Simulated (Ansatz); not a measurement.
Results of G0W0@PBEsol in Ansatz (hard PAW, contour deformation) for Be3N2 (R3m, No. 160, 5 atoms in the cell; start mp-1070456; a measured phase of this formula has another space group).

The cell is the one relaxed with PBEsol. Conventional cell: a = 2.8345 Å, b = 2.8345 Å, c = 14.5545 Å, α = 90.00°, β = 90.00°, γ = 120.00°.

One run with a 6×6×6 mesh, response cutoff 100 eV and 141 empty bands, not extrapolated in mesh or basis; no spin–orbit coupling.

Highest filled and lowest empty level by k point (fractions of the reciprocal vectors of the cell (1.417 0.818 4.851) (-1.417 0.818 4.851) (-0.000 -1.637 4.851) Å; eV from the valence maximum of each method):

| k | PBEsol filled | PBEsol empty | QP filled | QP empty |
|---|---|---|---|---|
| 0 0 0 | 0.00 | 6.03 | 0.00 | 7.70 |
| 0 0 0.333 | -1.63 | 6.10 | -1.72 | 7.74 |
| 0 0.333 0.333 | -0.96 | 4.56 | -0.98 | 6.11 |
| 0 0.333 -0.5 | -1.27 | 4.28 | (withheld) | (withheld) |
| 0 -0.5 -0.5 | -1.07 | 2.66 | -1.10 | 4.07 |
| 0.167 0.333 -0.5 | -1.27 | 5.96 | -1.42 | 7.63 |
| 0.333 0.333 0.333 | -0.24 | 6.81 | (withheld) | (withheld) |
| 0.333 0.333 -0.333 | -1.32 | 4.26 | -1.45 | 5.77 |

**Question.** Estimate the withheld levels to about 0.1 eV.

**Answer.** 
- 0 0.333 -0.5, QP filled: -1.35
- 0 0.333 -0.5, QP empty: 5.81
- 0.333 0.333 0.333, QP filled: -0.29
- 0.333 0.333 0.333, QP empty: 8.59

A start named mp-… is a Materials Project structure, which need not be a measured phase.

Ansatz is a quantum-chemistry and plane-wave program.
